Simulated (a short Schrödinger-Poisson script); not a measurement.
System: MOS inversion layer, SiO2 on p-type Si(100), at 400 K.

From the gate side: 1.1 nm SiO2; 670 nm Si, acceptors 4.1e17 cm⁻³.

Constants are typed, rounded textbook-type inputs, not results; the design itself was drawn at random and stands for no fabricated device. SiO2: permittivity 3.9, conduction-band edge (eV) 3.15, gap (eV) 9, electron mass (mₑ) 0.5. Si: permittivity 11.7, conduction-band edge (eV) 0, gap (eV) 1.124, Nv at 300 K (cm⁻³) 3.1e19.

Channel valleys (confinement mass, in-plane density-of-states mass, number): Δ2 0.916, 0.19, 2; Δ4 0.19, 0.417, 4. At the gate the conduction-band edge of layer 1 lies 3.37 eV − eVg above the Fermi level of the channel; the field vanishes at the back. Gaps are held at their typed values at every temperature. Mesh 0.03 nm at interfaces.

Solved with a short Schrödinger-Poisson script written for these runs: 1D Poisson equation in equilibrium, electrons quantum, Hartree (BenDaniel-Duke, 12 states a valley, the channel's in-plane mass for all, wave functions ending at the dielectric), parabolic valleys, classical holes, full ionisation, no traps, pinning or gate leakage.

```csv
Vg (V),electrons (cm⁻²),C (μF/cm²),Δ2 E0 (meV from the Fermi level),Δ4 E0 (meV from the Fermi level)
0.1,2.39e9,0.214,295.9,347.5
0.15,8.53e9,0.230,251.2,304.1
0.2,2.97e10,0.298,207.4,261.5
0.25,9.52e10,0.490,166.2,221.9
0.3,2.55e11,0.825,131.0,188.6
0.35,5.38e11,1.18,103.6,163.7
0.4,9.29e11,1.45,82.8,145.9
0.45,1.40e12,1.64,66.7,132.9
0.5,1.92e12,1.77,53.6,123.0
0.55,2.48e12,1.87,42.5,115.2
0.6,3.08e12,1.95,33.0,108.9
0.65,3.69e12,2.01,24.5,103.6
0.7,4.32e12,2.06,16.9,99.1
0.75,4.97e12,2.10,9.9,95.1
0.8,5.63e12,2.14,3.4,91.6
0.85,6.30e12,2.17,-2.7,88.4
0.9,6.98e12,2.20,-8.5,85.6
0.95,7.67e12,2.22,-13.9,82.9
1,8.36e12,2.24,-19.2,80.5
1.05,9.06e12,2.26,-24.2,78.2
```

Gate voltages with under 1e9 electrons/cm² are left out.

At Vg = 1.05 V the lowest Δ2 subband lies at -24.2 meV from the Fermi level. How many electrons does it hold, and what share of all?

The two-dimensional density of states is g m/(πħ²) = 1.59e11 cm⁻² meV⁻¹ (both spins), kT = 34.5 meV, so n = D kT ln(1 + exp(−E/kT)) = 6.04e12 cm⁻², 0.67 of the 9.06e12 cm⁻² in all.

Compare the slope of the sheet density between 0.95 and 1.05 V with the geometric capacitance of the layers between gate and channel.

q Δn/ΔV = 2.23 μF/cm²; ε0/Σ(t/ε) = 3.14 μF/cm². The ratio is 0.71: the channel acts as a further capacitance in series.
